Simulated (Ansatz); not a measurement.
# The (211) surface of bcc Li in its 1x1 cell, outermost plane spacing 1.40 Å in the ideal cut

Calculation: r2SCAN, at the PBE geometry (plane waves to 500 eV, PAW; Ansatz, a first-principles code).

Model: 8-atom slab, 9.8 Å thick at the start (thin: gaps and levels are the slab's own), 13x8x1 mesh, Fermi-Dirac 0.1 eV, dipole correction, single point; on the structure that PBE left under its start's symmetry; no spin, no spin-orbit, no U.

The surface energy (mean of both faces) comes out as 0.55 J/m^2 and the work function of the top face is 3.00 eV. The cost comes out as very roughly 50 core-seconds.
